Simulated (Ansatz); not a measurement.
## SrO under a change: isotropic strain +4.38 %

Base system: SrO in the rock salt structure (space group Fm-3m, No. 225; a = 5.122 Å).

The change: the cell is scaled by 1.0438 in all directions; the atoms relax in the strained cell.

The values are results of PBEsol, PAW, 420 eV (Ansatz, a quantum-chemistry and plane-wave program; spin-orbit coupling left out), not measurements. Settings: 11×11×11 k-points, 0.05 eV Fermi–Dirac smearing.

Space group: Fm-3m (No. 225) (base Fm-3m (No. 225))
Shortest interatomic distance: 267.3 pm (base 256.1 pm)
Energy relative to the base (free energy F): +73 meV/atom
Pressure: -9.02 GPa (base 0.01 GPa)
Band gap: 3.08 eV (base 3.20 eV)
Gap character: direct at Γ (base indirect, Γ → X)
Electron mass: 0.32 mₑ (at Γ) (base 1.2 mₑ along k, 0.39 mₑ across (at X))
Valley order (the lowest conduction-band minima on the path, energy above the VBM, named in the base's zone): Γ 3.08 eV; X along ⟨100⟩ 3.24 eV (base X along ⟨100⟩ 3.20 eV; Γ 3.93 eV)

Final structure:

```
CELL_PARAMETERS angstrom
      0.00000     2.67328     2.67328
      2.67328     0.00000     2.67328
      2.67328     2.67328     0.00000
ATOMIC_POSITIONS crystal
  O  0.00000 0.00000 0.00000
  Sr 0.50000 0.50000 0.50000
```

Masses are band curvatures over ±0.01 Å⁻¹ around the edge. Along k means along the line from Γ to the band edge. No phonon test of stability was made.
